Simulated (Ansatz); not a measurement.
Base system: InSb in the zinc blende structure (space group F-43m, No. 216).

InSb is taken in the cubic space group F-43m (No. 216), the zinc blende structure, Pearson symbol cF8. Lattice parameters: a = b = c = 6.556 Å, α = β = γ = 90.00°. In on 4a is surrounded by 4 Sb at 2.839 Å (tetrahedral). Sb on 4d has 4 In at 2.839 Å (tetrahedral). (Neighbours: up to the widest gap in distance over summed covalent radii, below 1.35, at either atom; cation-cation and far metal-metal contacts left out.)
(The calculation used a cell of 2 atoms; values per cell refer to that cell.)

Calculations: Ansatz (a first-principles code) r2SCAN, without spin-orbit coupling.

Strains are applied to the cell and any free atomic positions relax.

One change was made to it. Results:

| quantity | base | after |
|---|---|---|
| energy relative to the base (free energy F) | 0 meV/atom | +24 meV/atom |
| band gap | zero | zero |
| pressure | 0.0 GPa | -2.7 GPa |

Q: Name the change that was made.
A) isotropic strain +2.50 %
B) isotropic strain +1.00 %
C) isotropic strain +2.00 %
D) isotropic strain +3.00 %

A: A, isotropic strain +2.50 %. For comparison, the energy relative to the base in the other runs: isotropic strain +2.00 % gives +16 meV/atom; isotropic strain +3.00 % gives +35 meV/atom; isotropic strain +1.00 % gives +4.1 meV/atom.

With Sb present, leaving out spin-orbit coupling can change the band edges. Stability against distortions was not tested. The final runs are not spin-polarised. Gaps under 0.05 eV, about the width of the smearing, are given as zero. A zero or small gap of InSb can be the functional's error rather than a property of the material.
